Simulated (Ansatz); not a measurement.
**CrCuO2, response to strain**

Start from CrCuO₂ (space group R-3m, No. 166; a = 2.9638 Å, c = 16.9204 Å (hexagonal axes); ferromagnetic).

Strains are applied to the cell and any free atomic positions relax.

The values are results of PBEsol (Ansatz, a program for electronic structure; PAW; 420 eV plane waves; spin-orbit coupling left out), not measurements.

Notes on the quantities. pressure: mean of the normal stresses, compression positive.

```
isotropic strain (%)  pressure (GPa)
--------------------  --------------
-2.53                           17.4
-1.4                             8.9
-0.9                               ?
0                                0.0
1.64                            -8.3
```

Q: Fit P = P₀ − Bδ + Cδ² with δ = (1 + ε)³ − 1 to the rows shown and predict the withheld row.

A: Least squares on the printed values gives P₀ = 0.0 GPa, B = 193 GPa (at held cell shape), C = 567 GPa (largest residual 0.0 GPa); this predicts 5.5 GPa, and the run gives 5.5 GPa, in agreement.

Whether these cells are dynamically stable was not tested. No Hubbard U is applied and the magnetic state is the run's own (CrCuO2 ferromagnetic); small cells can't hold the antiferromagnetic order that many such compounds have, so gaps and moments can be off.
